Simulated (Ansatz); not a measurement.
Subject: the formation energy of the neutral C_Si in Si (diamond, Fd-3m). Reaction: 62 Si (diamond) + SiC (3C, zinc blende) → cell A.

Cell A: a supercell of 64 sites of Si (diamond, Fd-3m) with C on a Si site (4 Si at 2.03 Å); spin state with PBE: run without spin, k-point mesh 2×2×2.
```
CSi63
1.0
   10.93998     0.00000     0.00000
    0.00000    10.93998     0.00000
    0.00000     0.00000    10.93998
C Si
1 63
Direct
  0.00000   0.00000   0.00000
  0.10730   0.10730   0.10730
  0.99946   0.24408   0.24408
  0.12462   0.37212   0.37212
  0.24408   0.99946   0.24408
  0.37212   0.12462   0.37212
  0.24408   0.24408   0.99946
  0.37212   0.37212   0.12462
  0.00000   0.00000   0.50000
  0.12515   0.12515   0.62527
  0.00054   0.24408   0.75592
  0.12515   0.37473   0.87485
  0.24408   0.00054   0.75592
  0.37473   0.12515   0.87485
  0.24984   0.24984   0.49955
  0.37507   0.37507   0.62493
  0.00000   0.50000   0.00000
  0.12515   0.62527   0.12515
  0.00054   0.75592   0.24408
  0.12515   0.87485   0.37473
  0.24984   0.49955   0.24984
  0.37507   0.62493   0.37507
  0.24408   0.75592   0.00054
  0.37473   0.87485   0.12515
  0.00000   0.50000   0.50000
  0.12462   0.62788   0.62788
  0.99946   0.75592   0.75592
  0.10730   0.89270   0.89270
  0.24984   0.50045   0.75016
  0.37212   0.62788   0.87538
  0.24984   0.75016   0.50045
  0.37212   0.87538   0.62788
  0.50000   0.00000   0.00000
  0.62527   0.12515   0.12515
  0.49955   0.24984   0.24984
  0.62493   0.37507   0.37507
  0.75592   0.00054   0.24408
  0.87485   0.12515   0.37473
  0.75592   0.24408   0.00054
  0.87485   0.37473   0.12515
  0.50000   0.00000   0.50000
  0.62788   0.12462   0.62788
  0.50045   0.24984   0.75016
  0.62788   0.37212   0.87538
  0.75592   0.99946   0.75592
  0.89270   0.10730   0.89270
  0.75016   0.24984   0.50045
  0.87538   0.37212   0.62788
  0.50000   0.50000   0.00000
  0.62788   0.62788   0.12462
  0.50045   0.75016   0.24984
  0.62788   0.87538   0.37212
  0.75016   0.50045   0.24984
  0.87538   0.62788   0.37212
  0.75592   0.75592   0.99946
  0.89270   0.89270   0.10730
  0.50000   0.50000   0.50000
  0.62493   0.62493   0.62493
  0.49955   0.75016   0.75016
  0.62527   0.87485   0.87485
  0.75016   0.49955   0.75016
  0.87485   0.62527   0.87485
  0.75016   0.75016   0.49955
  0.87485   0.87485   0.62527
```

Reference: Si (diamond, Fd-3m), 64 atoms in the cell, the relaxed perfect crystal repeated, atoms not moved again, k-point mesh 2×2×2 on the run's own vectors.

Reference: SiC (3C, zinc blende, F-43m), 2 atoms in the cell, k-point mesh 14×14×14 on the run's own vectors. Conventional cell: a = b = c = 4.3797 Å, α = β = γ = 90.00°.

All numbers come from Ansatz (an electronic-structure program), plane waves with PAW, its default PAW set, cutoff 420 eV. The structures are at rest with PBE, within the held lattices; other levels are single points on them. HSE06 runs on coarser k-point meshes, mended by the PBE difference between the two meshes. Neutral cells; Fermi-Dirac smearing of at most 0.05 eV in the solids, energies taken to zero width. The lattices are those relaxed with PBE, so at other levels the solids can be strained, which adds to the spread. Larger cells are relaxed from a start prepared with the learned potential CHGNet till forces fall under 0.03 eV/Å, which some starts already meet. A dispersion term (D3(BJ), or D4 for r2SCAN) was computed beside these levels and is taken off wherever the name lacks it. The PAW files were made for PBE and serve at the other functionals too. Space groups of crystals are read within 0.01 Å. Nuclei at rest; no vibrational terms. No structure search was made; lower ones may exist. Values are for these cell sizes. Mesh and cell size may move defect energies by 0.1 eV or more. Cell A has symmetry P-43m within 0.02 Å and got no random move, so less symmetric positions, which may lie lower, weren't tried.

Q: Predict the value from PBE.

A: 2.02 eV, for 62 Si (diamond) + SiC (3C, zinc blende) → cell A.

Q: How does the value move with the functional?

A: 
```json
[
 {"Method": "HSE06", "value (eV)": "2.47", "less PBE": "0.45"}
]
```

The levels shown span 0.45 eV, from PBE (2.02) to HSE06 (2.47).
